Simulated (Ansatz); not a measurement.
Start from AlRu in the CsCl type structure (space group Pm-3m, No. 221; relaxed with 0.1 eV smearing).

```xyz
2
Lattice="2.9832 0.0000 0.0000 0.0000 2.9832 0.0000 0.0000 0.0000 2.9832" Properties=species:S:1:pos:R:3 pbc="T T T"
Al     1.4916     1.4916     1.4916
Ru     0.0000     0.0000     0.0000
```

Cartesian axes are those of the cell as printed.

Method: r2SCAN (Ansatz, a program for electronic structure), without spin-orbit coupling.

The change: the cell is compressed by 1.50 % along z with no lateral relaxation; the atoms relax in the strained cell.

Predict the stress tensor and what it implies for the stiffness.

Stress of the strained cell less that of the base (GPa, compression positive):
```
    2.5     0.0     0.0
    0.0     2.5     0.0
    0.0     0.0     5.5
```

Then −Δσ_ii/ε with ε = -0.0150 gives secant stiffness values (nonlinear terms included at this strain): C33 ≈ 366 GPa, C13 ≈ 163 GPa and C23 ≈ 163 GPa.

Whether these cells are dynamically stable was not tested. The final runs are not spin-polarised.
